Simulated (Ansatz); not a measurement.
The parent structure is ZrO$_{2}$ (space group Pca2_1, No. 29; a = 5.257 Å, b = 5.050 Å, c = 5.071 Å).

Computed with DFT with PBEsol, PAW potentials and a 420 eV plane-wave cutoff in Ansatz (an electronic-structure program), without spin-orbit coupling, earlier PAW set.

Base values:

The band gap comes out as 3.87 eV, the pressure is 0.00 GPa and the gap character comes out as indirect, Γ → Y.

It is then changed as follows: every lattice vector is shortened by 2.96 %; the atoms relax in the strained cell.

### Question
Estimate the effect on the band gap, pressure, gap character and energy relative to the base.

### Answer
The band gap goes up by 0.12 eV to 3.99 eV; the pressure (mean of the normal stresses, compression positive) goes from zero to 21.40 GPa; the gap character changes from indirect, Γ → Y to direct at Y; the energy goes up by 62 meV/atom.

No phonon test of stability was made. This is not the structure that ZrO2 has at room temperature and ambient pressure.
